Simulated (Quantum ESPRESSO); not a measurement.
A self-consistent single point of Mg14AlSb (P-6m2, 16 atoms in the cell) with Quantum ESPRESSO.

Method of the run: LDA (PZ), GBRV 1.5 ultrasoft (LDA) pseudopotentials (plane waves; Quantum ESPRESSO 7.5).

```yaml
crystal:
  lattice:
    - [6.51523, 0.00000, 0.00000]
    - [-3.25762, 5.64236, 0.00000]
    - [0.00000, 0.00000, 10.54059]
  atoms:
    - { symbol: Mg, position: [0.00031, 0.50016, 0.00000] }
    - { symbol: Mg, position: [0.49984, 0.99969, 0.00000] }
    - { symbol: Mg, position: [0.49984, 0.50016, 0.00000] }
    - { symbol: Mg, position: [0.99920, 0.49960, 0.50000] }
    - { symbol: Mg, position: [0.50040, 0.00080, 0.50000] }
    - { symbol: Mg, position: [0.50040, 0.49960, 0.50000] }
    - { symbol: Mg, position: [0.16724, 0.83276, 0.24732] }
    - { symbol: Mg, position: [0.66552, 0.83276, 0.75268] }
    - { symbol: Mg, position: [0.16724, 0.33448, 0.24732] }
    - { symbol: Mg, position: [0.16724, 0.83276, 0.75268] }
    - { symbol: Mg, position: [0.66552, 0.83276, 0.24732] }
    - { symbol: Mg, position: [0.16724, 0.33448, 0.75268] }
    - { symbol: Mg, position: [0.66667, 0.33333, 0.25029] }
    - { symbol: Mg, position: [0.66667, 0.33333, 0.74971] }
    - { symbol: Al, position: [0.00000, 0.00000, 0.00000] }
    - { symbol: Sb, position: [0.00000, 0.00000, 0.50000] }
```

Reference input (self-consistent single point, DFT, LDA (PZ), plane waves, GBRV 1.5 ultrasoft (LDA) pseudopotentials): ecutwfc = 40 Ry; ecutrho = 200 Ry; occupations = smearing; smearing = marzari-vanderbilt; degauss = 0.019992 Ry; potentials = {Mg: mg_lda_v1.4.uspp.F.UPF, Al: al_lda_v1.uspp.F.UPF, Sb: sb_lda_v1.4.uspp.F.UPF}; K_POINTS = automatic 6 6 3 0 0 0; conv_thr = 1e-09 Ry; mixing_beta = 0.4. This run's input differs from it in these lines:

```diff
@@ -18,3 +18,3 @@
    smearing = 'marzari-vanderbilt'
-   degauss = 0.019992
+   degauss = 0.036749
 /
```

Output (repeated stretches shortened):

```
     Self-consistent Calculation

     iteration #  1     ecut=    40.00 Ry     beta= 0.40

     total energy              =   -1941.43461036 Ry
     estimated scf accuracy    <       4.16271118 Ry

     iteration #  2     ecut=    40.00 Ry     beta= 0.40

     total energy              =   -1940.81320596 Ry
     estimated scf accuracy    <       9.47256709 Ry

     iteration #  3     ecut=    40.00 Ry     beta= 0.40

     total energy              =   -1941.92177758 Ry
     estimated scf accuracy    <       1.70447909 Ry

   [... 6 blocks of this kind left out ...]

     iteration # 10     ecut=    40.00 Ry     beta= 0.40

     total energy              =   -1942.06304951 Ry
     estimated scf accuracy    <       0.00000001 Ry

     iteration # 11     ecut=    40.00 Ry     beta= 0.40
     End of self-consistent calculation

     the Fermi energy is     5.3262 ev

!    total energy              =   -1942.06304952 Ry
     estimated scf accuracy    <          9.5E-10 Ry
     smearing contrib. (-TS)   =      -0.00478063 Ry
     internal energy E=F+TS    =   -1942.05826889 Ry

     convergence has been achieved in  11 iterations

     Forces acting on atoms (cartesian axes, Ry/au):

     atom    1 type  1   force =    -0.00117827   -0.00068027    0.00000000
     atom    2 type  1   force =     0.00000000    0.00136055    0.00000000
     atom    3 type  1   force =     0.00117827   -0.00068027    0.00000000
     atom    4 type  1   force =    -0.00098974   -0.00057143    0.00000000
     atom    5 type  1   force =    -0.00000000    0.00114285    0.00000000
   [... lines left out ...]

     Total force =     0.005325     Total SCF correction =     0.000109

          total   stress  (Ry/bohr**3)                   (kbar)     P=      -44.16
  -0.00029222  -0.00000000  -0.00000000          -42.99       -0.00       -0.00
  -0.00000000  -0.00029222  -0.00000000           -0.00      -42.99       -0.00
  -0.00000000   0.00000000  -0.00031618           -0.00        0.00      -46.51

   JOB DONE.
```

The run converged in 11 iterations. Against the reference run the free energy drops by 1.3 meV/atom, the pressure moves little (-4.43 to -4.42 GPa) and the largest force goes from 0.063 to 0.044 eV/Å.

The starting cell comes from a database of computed structures (which also holds hypothetical and non-ambient phases and stackings), without a prior relaxation at this level. Its lattice was rescaled by a random factor within 2.5 % of one. With a pressure of about -4 GPa the cell is away from its equilibrium volume at this level. The run gives no clean gap (levels at the Fermi energy touch, overlap or are partly filled at this smearing), which alone does not show that the compound is a metal.

Cost on one core of a shared machine: roughly 4 min.
